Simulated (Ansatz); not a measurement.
Take Rh in the fcc (Cu type) structure (space group Fm-3m, No. 225) as the base.

```xyz
1
Lattice="0.0000 1.9000 1.9000 1.9000 0.0000 1.9000 1.9000 1.9000 0.0000" Properties=species:S:1:pos:R:3 pbc="T T T"
Rh     0.0000     0.0000     0.0000
```

All numbers come from r2SCAN, PAW, 500 eV (Ansatz, a quantum-chemistry and plane-wave program; no SOC).

Base values:

The pressure is 0.0 GPa.

Modification: an isotropic linear strain of −3.78 %; the atoms relax in the strained cell.

Question: What happens to the energy relative to the base?

Answer: The energy grows by 182 meV/atom.

Question: What happens to the pressure?

Answer: The pressure goes from zero to 43.8 GPa.

No phonon test of stability was made. The final runs are not spin-polarised.
